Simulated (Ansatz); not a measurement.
Take BeTe in the zinc blende structure (space group F-43m, No. 216; a = 5.6043 Å) as the base. Axes: x, y, z lie along the cube axes.

Calculations: PBEsol (Ansatz, a program for electronic structure; PAW; 420 eV plane waves; no SOC).

Before the change:

| Item | Result |
|---|---|
| Shortest interatomic distance | 4.586 bohr |
| Band gap | 1.84 eV |

It is then changed as follows: the cell is stretched by 1.50 % along z with no lateral relaxation; the atoms relax in the strained cell.

### Question
What happens to the shortest interatomic distance, energy relative to the base and band gap?

### Answer
The shortest interatomic distance goes up by 0.023 bohr (4.586 bohr → 4.609 bohr); the energy grows by 1.5 meV/atom; the band gap drops by 0.024 eV (1.84 eV → 1.81 eV).

With Te present, leaving out spin-orbit coupling can change the band edges. Whether these cells are dynamically stable was not tested.
